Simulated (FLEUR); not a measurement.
FLEUR run on NaTlO (P6_3mc, 6 atoms in the cell): self-consistent single point.

Computed with FLEUR with PBEsol, all-electron FLAPW (FLEUR), scalar-relativistic valence.

The change in words: lattice scaled by 0.98. Reference geometry:
```xyz
6
Lattice="3.4844 0.0000 0.0000 -1.7422 3.0176 0.0000 0.0000 0.0000 11.3946" Properties=species:S:1:pos:R:3 pbc="T T T"
Na     1.7422     1.0059    10.1855
Na     0.0000     2.0117     4.4882
Tl     0.0000     2.0117     1.3186
Tl     1.7422     1.0059     7.0159
O      0.0000     0.0000    11.2852
O      0.0000     0.0000     5.5879
```

Reference input (self-consistent single point, DFT, PBEsol, all-electron FLAPW (FLEUR), scalar-relativistic valence): Kmax = 4.3 1/bohr; GmaxXC = 17.2 1/bohr; xcFunctional = PBEs; jspins = 1; l_soc = F; mode = hist; fermiSmearingEnergy = 0.0001 Htr; mesh (inpgen div1-3) = 7 7 2; inpgen gamma flag = true; Gmax = 17.2 1/bohr; numbands = 0; maxIterBroyd = 15. This run's input differs from it in these lines:

```diff
@@ -3,5 +3,5 @@
 &input film=f /
-3.4843898518 0.0000000344 0.0000000000
--1.7421949557 3.0175701112 0.0000000000
-0.0000000000 0.0000000000 11.3945900000
+3.4147021857 -0.0000000431 0.0000000000
+-1.7073510555 2.9572188607 0.0000000000
+0.0000000000 0.0000000000 11.1666980000
 1.8897261246
@@ -48,5 +48,5 @@
          <bravaisMatrix>
-            <row-1>    6.5845425312375818     0.0000000650065787     0.0000000000000000</row-1>
-            <row-2>   -3.2922713219326294     5.7023810719467667     0.0000000000000000</row-2>
-            <row-3>    0.0000000000000000     0.0000000000000000    21.5326544021059156</row-3>
+            <row-1>    6.4528519280460097    -0.0000000814471960     0.0000000000000000</row-1>
+            <row-2>   -3.2264258934417342     5.5883337372246373     0.0000000000000000</row-2>
+            <row-3>    0.0000000000000000     0.0000000000000000    21.1020009361185714</row-3>
          </bravaisMatrix>
```

The program printed (abridged):

```
 Iteration:     1   Distance:      19.24151843 me/bohr^3
 Iteration:     2   Distance:      15.56060525 me/bohr^3
 Iteration:     3   Distance:       5.38827672 me/bohr^3
 Iteration:     4   Distance:       7.90977100 me/bohr^3
 Iteration:     5   Distance:       1.38342963 me/bohr^3
   [... 11 lines left out ...]
 Iteration:    17   Distance:       0.00007997 me/bohr^3
 Iteration:    18   Distance:       0.00004236 me/bohr^3
 Iteration:    19   Distance:       0.00001720 me/bohr^3
 Iteration:    20   Distance:       0.00000309 me/bohr^3
 Reset of history
 Run finished successfully
 Stop message:
   Structural relaxation: new displacements generated

[file out, last iteration]
             iter=     21
[...]
          total density-effective poten   -7.2779879170E+04
          total charge density-energy d   -7.9759440710E+02
 Updated energy parameters for spin:           1
[...]
 fermi energy and band-weighting factors:
    0.699418    0.699418    0.707183

[...]
FERMIE:
          first approx. to ef    (T=0)  :   0.150771 htr   (energy of the highest occ. eigenvalue)
          number of occ. states  (T=0)  :        448
          first approx. to seigv (T=0)  : -19.586469 htr
          sum of weights of occ. states :  28.000000
          sum of semicore charge        :   0.000000 e
FERHIS:  Fermi-Energy by histogram:
          bandgap                     :   0.035773 htr
   [... lines left out ...]
          charge neutrality (T=0)     :   0.000000    (zero if the highest occ. eigenvalue is "entirely" occupied)
 Direct bandgap for spin            1 :    6.3340376936450352E-002  Htr
 ---->    free energy=                    -41041.0371040145 htr
   [... lines left out ...]
 TOTAL FORCE FOR ATOM TYPE=  1  X= -3.226   Y=  1.863   Z= -2.239
                       FX_TOT= 0.000000 FY_TOT= 0.000000 FZ_TOT=-0.005373
 TOTAL FORCE FOR ATOM TYPE=  2  X=  3.226   Y= -1.863   Z=  2.442
                       FX_TOT= 0.000000 FY_TOT= 0.000000 FZ_TOT= 0.007050
 TOTAL FORCE FOR ATOM TYPE=  3  X=  0.000   Y=  0.000   Z= -0.203
                       FX_TOT= 0.000000 FY_TOT= 0.000000 FZ_TOT=-0.001578
```

The run converged in 20 iterations. FLEUR gives forces in its relaxation mode, with a further iteration, so its stop message speaks of a relaxation. Against the reference run the free energy goes up by 9.4 meV/atom, the largest force goes from 0.087 to 0.363 eV/Å and the gap on the mesh goes from 1.001 to 0.973 eV.

The starting cell comes from a database of computed structures (which also holds hypothetical and non-ambient phases and stackings), without a prior relaxation at this level. For this run, on top of that: lattice scaled by 0.98. Spin-orbit coupling is off. Values depend on the basis (sphere radii, cutoffs, local orbitals), which need not be converged.

Cost on one core of a shared machine: roughly 4 min.
